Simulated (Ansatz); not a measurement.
# Carrier properties of monolayer SnO

Input:

```yaml
crystal:
  lattice:
    - [3.77178, 0.00000, 0.00000]
    - [0.00000, 3.77178, 0.00000]
    - [0.00000, 0.00000, 18.22537]
  atoms:
    - { symbol: Sn, position: [0.50000, 0.00000, 0.56582] }
    - { symbol: Sn, position: [0.00000, 0.50000, 0.43418] }
    - { symbol: O, position: [0.00000, 0.00000, 0.50000] }
    - { symbol: O, position: [0.50000, 0.50000, 0.50000] }
```

These are PBE, rigid bands (plane waves, PAW, scalar-relativistic; Ansatz, a program for electronic structure) values and carry that method's errors. Condition of this run: biaxial strain -2 %. How the cell was made: cell and atoms relaxed with PBE, then loaded as said.

```json
{
 "band_gap": "3.06 eV",
 "electron conductivity mass (300 K, dilute)": "1.08 mₑ",
 "hole conductivity mass (300 K, dilute)": "5.0 mₑ",
 "effective density of states N_c (300 K)": "4.7e13 cm⁻²",
 "effective density of states N_v (300 K)": "2.5e14 cm⁻²",
 "Seebeck coefficient, n-type 1.8e12 cm⁻², 300 K": "-458 μV/K",
 "Seebeck coefficient, p-type 1.8e12 cm⁻², 300 K": "576 μV/K"
}
```

Rigid bands; masses and Seebeck coefficients take one relaxation time τ for all states and one kind of carrier; polarons and phonon drag are left out. Spin-orbit coupling is left out; where it splits the top of the valence band, N_v and the p-type Seebeck coefficient come out somewhat high without it.
